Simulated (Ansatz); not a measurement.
1T (CdI2-type) MgI2, treated with PBE0+SOC in Ansatz (plane waves, PAW).

Numerical settings: plane-wave cutoff 460 eV, 6×6×4 k mesh (along the axes of the cell as run), Fermi–Dirac smearing 0.01 eV, PAW data made under PBE.

Cell (measured lattice):

```yaml
crystal:
  lattice:
    - [-2.07685, -3.59721, 0.00000]
    - [-2.07685, 3.59721, 0.00000]
    - [0.00000, 0.00000, -6.86200]
  atoms:
    - { symbol: Mg, position: [0.00000, 0.00000, 0.00000] }
    - { symbol: I, position: [0.33333, 0.66667, 0.24237] }
    - { symbol: I, position: [0.66667, 0.33333, 0.75763] }
```

Estimate the band gap and smallest direct gap on the k points sampled that the calculation returns.


- band gap: 4.82 eV (indirect)
- smallest direct gap on the k points sampled: 5.05 eV

Note: cell and atoms aren't relaxed at this level (largest force component 0.06 eV/Å, pressure 0.6 GPa).

The computed numbers hold no vibrational or temperature effects.

Ansatz is a program for electronic structure.
